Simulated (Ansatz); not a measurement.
SrTiO3 under a change: tensor shear ε_xy = −2.27 %

Consider SrTiO3 in the cubic perovskite structure (space group Pm-3m, No. 221; a = 3.891 Å). Axes: x, y, z lie along the cube axes.

Perturbation: tensor shear ε_xy = −2.27 % (engineering shear γ = -0.0454); the atoms relax in the strained cell.

Calculations: Kohn–Sham DFT with the PBEsol functional, run in Ansatz (a program for electronic structure) with PAW and 420 eV plane waves, no spin-orbit coupling. Settings: 9×9×9 k-points, 0.05 eV Fermi–Dirac smearing.

```tsv
quantity	base	changed	shift
volume per atom	11.78 Å³	11.78 Å³	-0.006 Å³
energy relative to the base (free energy F)	0 meV/atom	+8.7 meV/atom	+8.7 meV/atom
pressure (mean of the normal stresses, compression positive)	0.01 GPa	0.17 GPa	+0.167 GPa
band gap	1.85 eV	1.74 eV	-0.116 eV
gap character	–	indirect, T → Γ	–
smallest direct gap	2.19 eV	1.97 eV	-0.22 eV
stress (xx, yy, zz, yz, xz, xy; compression positive)	–	(0.20, 0.20, 0.13, 0.00, 0.00, 5.21) GPa	–
```

Cost of the whole job for the changed cell (relaxation, final SCF and bands): about 40 core-seconds (a rough figure).

No phonon test of stability was made. All final runs are without spin polarisation. Many cubic perovskites are stable only at high temperature; tilts and polar distortions were not tested. Labels are those of the standard path for the cell's own space group.
